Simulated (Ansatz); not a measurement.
System: MgO (model structure, from the CsCl type, Pm-3m, No. 221). Method: r²SCAN (Ansatz, an electronic-structure program, PAW).

Numerical settings: plane-wave cutoff 560 eV, 14×14×14 k mesh, Fermi–Dirac smearing 0.01 eV, scalar-relativistic PAW data made under PBE.

Computed at the level's own relaxed cell.

```
MgO
1.0
    2.62335     0.00000     0.00000
    0.00000     2.62335     0.00000
    0.00000     0.00000     2.62335
Mg O
1 1
Cartesian
  0.00000   0.00000   0.00000
  1.31167   1.31167   1.31167
```

Problem. List the 5 lowest band energies at Γ above −25 eV (eV, relative to the valence band maximum), grouping those that round alike.

Solution. At Γ: -19.58, -1.05 (×3), 3.49.

Note: the cell keeps the symmetry of its start, so it can be a saddle point.

A model structure was made by putting elements into a prototype or built by hand; it is no filed structure, need not be a known phase, and can be a saddle point held by its symmetry.
